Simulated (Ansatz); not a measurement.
# What uniaxial stress, 0.5 GPa compression along z does to MgF2

The parent structure is MgF2 in the rutile structure (space group P4_2/mnm, No. 136; a = 4.622 Å, c = 3.046 Å). Axes: x, y, z lie along a, b, c of the conventional cell.

Modification: uniaxial stress, 0.5 GPa compression along z; all other stress components relax to zero.

Method: Ansatz (a program for electronic structure), r2SCAN, PAW, cutoff 500 eV, no SOC. Settings: 7×7×11 k-points, 0.05 eV Fermi–Dirac smearing.

The volume per atom hardly moves (10.85 Å³ against 10.83 Å³) and the space group is still P4_2/mnm (No. 136). The shortest interatomic distance stays essentially unchanged (1.980 Å against 1.981 Å) and the energy is nearly the same. The band gap grows by 0.015 eV to 8.09 eV and the gap character remains direct at Γ. The width of the top valence band stays 0.86 eV and the valence-band top at Γ (three highest levels, from the VBM) remains 0.00, -0.32, -0.32 eV. The strain response (xx, yy, zz) is (+0.08, +0.08, −0.29) %.

Final structure:

```xyz
6
Lattice="4.6257 0.0000 0.0000 0.0000 4.6257 0.0000 0.0000 0.0000 3.0373" Properties=species:S:1:pos:R:3 pbc="T T T"
Mg     0.0000     0.0000     0.0000
Mg     2.3128     2.3128     1.5186
F      1.4008     1.4008     0.0000
F      3.7137     0.9120     1.5186
F      0.9120     3.7137     1.5186
F      3.2249     3.2249     0.0000
```

Stability under load was not tested beyond the relaxation.
